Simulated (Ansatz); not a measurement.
## Habitual settings against a tight run: TePt (P6_3/mmc, 4 atoms in the cell)

Self-consistent single point.

```xyz
4
Lattice="4.2109 0.0000 0.0000 -2.1054 3.6467 0.0000 0.0000 0.0000 5.5927" Properties=species:S:1:pos:R:3 pbc="T T T"
Te     2.1054     1.2156     4.1945
Te     0.0000     2.4311     1.3982
Pt     0.0000     0.0000     2.7963
Pt     0.0000     0.0000     0.0000
```

Method: r2SCAN, default PAW files made with PBE (plane waves; Ansatz, a program for electronic structure).

Base settings: basis.ecutwfc = 36.7 Ry; kpoints.mp_grid.grid = 7 7 5; hamiltonian.xc = r2scan; hamiltonian.pseudopotentials = {kind: paw} (the program's default PAW files); scf.occupations.method = gaussian; scf.occupations.width = 0.02 Ry.

Tight run (finer mesh or higher cutoff; not a proven limit): basis.ecutwfc: 36.7 Ry → 51.4 Ry; kpoints.mp_grid.grid: 7 7 5 → 10 10 7; scf.convergence.dr2_threshold: default (1e-07 eV) → 1e-09 eV. It gave Fermi level (on the code's own zero) 16.00 eV; pressure 2.71 GPa.

Quick runs, as changes from the base:
- A: the base itself
- B: basis.ecutwfc: 36.7 Ry → 24.6 Ry; kpoints.mp_grid.grid: 7 7 5 → 6 6 6; hamiltonian.xc: r2scan → lda; scf.occupations.method: gaussian → methfessel_paxton [LDA (PW92)]
- C: basis.ecutwfc: 36.7 Ry → 22 Ry; kpoints.mp_grid.grid: 7 7 5 → 6 6 6; scf.occupations.width: 0.02 Ry → 0.0367 Ry

Energies are extrapolated to zero smearing width, which holds to low order in the width alone.

Dashes: energy of B, another energy zero; count of B, another kind of functional, whose work the count does not hold.

† marks runs with another functional, U, potentials or spin treatment: their distance from the tight run is not a convergence error alone.

The count of work is k-points × plane waves × bands × iterations; it is no time. 

Pressures in the table are Ansatz's without its Pulay estimate, at a fixed set of plane waves; the tight run's value above holds the estimate.

The starting cell comes from a database of computed structures (which also holds hypothetical and non-ambient phases and stackings), without a prior relaxation at this level. Its lattice was rescaled by a random factor within 2.5 % of one. Spin polarisation is off. The cutoff lies below the one recommended for these files.

```csv
run,energy less tight (meV/atom),pressure less tight (GPa),count of work / tight
A,1.2,0.05,0.23
B†,–,-7.13,–
C,116.0,-8.86,0.12
```

Among the runs at the tight run's level, the energy misses run from 1.2 to 116.0 meV/atom.

Left out of this page: 3 runs of the series unsound by tests on forces, stress, charge or solver warnings.

Keys are those of Ansatz 0.2.
